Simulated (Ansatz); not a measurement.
# Response to strain in AlAs

The reference is AlAs in the wurtzite structure (space group P6_3mc, No. 186; a = 4.003 Å, c = 6.581 Å; a model cell, its experimental status unchecked). Axes: x lies along a and z along c of the hexagonal cell.

Strains are applied to the cell and any free atomic positions relax; under biaxial strain the out-of-plane vector relaxes too.

The values are results of Ansatz (a quantum-chemistry and plane-wave program) PBEsol, without spin-orbit coupling, not measurements.

| variant | ratio −ε⊥/ε∥ | band gap |
|---|---|---|
| base | – | 1.64 eV |
| biaxial strain −1.05 %, plane normal [001], relaxed out of plane | ___ | ___ |
| biaxial strain +1.47 %, plane normal [001], relaxed out of plane | 0.48 | 1.44 eV |
| biaxial strain +4.29 %, plane normal [001], relaxed out of plane | 0.45 | 0.78 eV |
| biaxial strain +4.36 %, plane normal [001], relaxed out of plane | 0.45 | 0.77 eV |

Question: Complete the table.

Answer: 
- biaxial strain −1.05 %, plane normal [001], relaxed out of plane, ratio −ε⊥/ε∥: 0.51
- biaxial strain −1.05 %, plane normal [001], relaxed out of plane, band gap: 1.56 eV

Gaps are read on the SCF mesh and a high-symmetry path. Stability against distortions was not tested. This is not the structure that AlAs has at room temperature and ambient pressure.
